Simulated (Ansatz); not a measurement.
# What Ga vacancy, symmetric start does to GaSb

The reference is a 24-atom supercell of GaSb in the zinc blende structure (space group F-43m, No. 216; a = 6.1120 Å) at its relaxed geometry.

The change: a neutral Ga vacancy, symmetric start, atoms relaxed at fixed cell.

All numbers come from Kohn–Sham DFT with the PBEsol functional, run in Ansatz (a program for electronic structure) with PAW and 420 eV plane waves, without spin-orbit coupling, earlier PAW set. Γ-centred 5×4×5 mesh, Fermi–Dirac width 0.05 eV.

```tsv
quantity	base	changed	shift
pressure	0.0 GPa	-2.0 GPa	-2.0 GPa
energy gained by relaxation	–	0.35 eV	–
largest displacement of a host atom from its site in the perfect cell	–	0.37 Å	–
```

Final structure:

```
CELL_PARAMETERS angstrom
      0.00000     6.11200     6.11200
      6.11200    -6.11200     6.11200
      6.11200     6.11200     0.00000
ATOMIC_POSITIONS crystal
  Sb 0.49971 0.24855 0.49971
  Sb 0.49971 0.24855 0.00058
  Sb 0.66667 0.59223 0.66667
  Sb 0.67111 0.58111 0.16444
  Sb 0.85130 0.93004 0.85130
  Sb 0.85130 0.93004 0.29741
  Sb 0.00058 0.24855 0.49971
  Sb 0.00000 0.21378 0.00000
  Sb 0.16444 0.58111 0.67111
  Sb 0.16444 0.58111 0.16444
  Sb 0.29741 0.93004 0.85130
  Sb 0.33333 0.91784 0.33333
  Ga 0.99029 0.99437 0.50485
  Ga 0.16092 0.32657 0.16092
  Ga 0.16092 0.32657 0.67816
  Ga 0.33333 0.66365 0.33333
  Ga 0.33005 0.67764 0.83498
  Ga 0.50485 0.99437 0.99029
  Ga 0.50485 0.99437 0.50485
  Ga 0.67816 0.32657 0.16092
  Ga 0.66667 0.33768 0.66667
  Ga 0.83498 0.67764 0.33005
  Ga 0.83498 0.67764 0.83498
```

In so small a cell the defect repeats every few ångströms: this is an ordered compound, not a dilute defect. The defect started on the symmetric site and kept its symmetry, so it may sit on a saddle. All final runs are without spin polarisation. The defect cell is not spin-polarised.
